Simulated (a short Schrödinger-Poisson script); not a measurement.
System: symmetric double-gate stack, SiO2 on p-type Si(100), at 77 K.

```csv
layer,material,thickness (nm),Na (cm⁻³)
1,SiO2,0.9,-
2,Si,14,3e15
3,SiO2,0.9,-
```

The device is made up for the run: typed textbook-type constants, with dimensions and the other settings drawn at random. SiO2: permittivity 3.9, conduction-band edge (eV) 3.15, gap (eV) 9, electron mass (mₑ) 0.5. Si: permittivity 11.7, conduction-band edge (eV) 0, gap (eV) 1.124, Nv at 300 K (cm⁻³) 3.1e19.

Channel valleys (confinement mass, in-plane density-of-states mass, number): Δ2 0.916, 0.19, 2; Δ4 0.19, 0.417, 4. At the gates, both at one voltage, the conduction-band edge of layer 1 lies 3.39 eV − eVg above the Fermi level of the channel. Gaps are held at their typed values at every temperature. Mesh 0.03 nm at interfaces.

From a short Schrödinger-Poisson script (our own, NumPy): 1D Poisson equation in equilibrium, electrons quantum, Hartree (BenDaniel-Duke, 12 states a valley, the channel's in-plane mass for all, wave functions free to enter the dielectric), parabolic valleys, classical holes, full ionisation, no traps, pinning or gate leakage.

The same stack at other levels of the model or other numerical settings:

```tsv
run	sheet density of all electrons at Vg = 0.95 V (cm⁻²)	sheet density of all electrons at Vg = 0.35 V (cm⁻²)	capacitance of both gates at Vg = 0.95 V (μF/cm²)	rough cost against the base
base	2.19e13	2.69e12	5.55	about 1
electrons treated as classical, Boltzmann	3.17e13	4.36e12	7.47	0.03
electrons treated as classical, Fermi-Dirac	2.72e13	3.98e12	6.38	0.07
mesh six times as coarse	2.18e13	2.68e12	5.53	0.3
```

The classical rows ignore confinement, and Boltzmann statistics overrate the density once the band edge passes the Fermi level.
